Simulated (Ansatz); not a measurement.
System: fluorite HfO2 (high-temperature phase). Method: LDA (plane waves, PAW; Ansatz, an electronic-structure program).

Run with plane-wave cutoff 520 eV, 12×12×12 k mesh, Fermi–Dirac smearing 0.01 eV, scalar-relativistic PAW data made under PBE.

Computed points:

```json
[
 {"V (Å³/atom)": "9.797", "E − E_lowest (meV/atom)": "36.87", "P (GPa)": "19.94"},
 {"V (Å³/atom)": "10.005", "E − E_lowest (meV/atom)": "15.79", "P (GPa)": "12.59"},
 {"V (Å³/atom)": "10.214", "E − E_lowest (meV/atom)": "3.80", "P (GPa)": "5.96"},
 {"V (Å³/atom)": "10.422", "E − E_lowest (meV/atom)": "0.00", "P (GPa)": "-0.01"},
 {"V (Å³/atom)": "10.631", "E − E_lowest (meV/atom)": "3.57", "P (GPa)": "-5.38"},
 {"V (Å³/atom)": "10.839", "E − E_lowest (meV/atom)": "13.78", "P (GPa)": "-10.23"},
 {"V (Å³/atom)": "11.048", "E − E_lowest (meV/atom)": "29.98", "P (GPa)": "-14.59"}
]
```

Problem. What bulk modulus B0 and pressure derivative B′ does a third-order Birch–Murnaghan fit give?

Solution. V0 = 10.422 Å³/atom, B0 = 283 GPa, B′ = 4.2 (fit to the energies at full precision).

Measured, for comparison: bulk modulus 242 ± 16 GPa (room temperature, no zero-point or thermal correction, nanocrystalline cubic HfO2, second-order Birch-Murnaghan; as tabulated in High-pressure structural stability, equation of state, and thermal expansion …). Computed (rounded) less measured: bulk modulus +17 %.

Note: symmetry holds this phase in the static calculation, where it need not be a minimum; held by symmetry at 0 K, a high-temperature phase can be a saddle point.

Spin–orbit coupling is not included.

Static lattice: no zero-point or thermal effects.
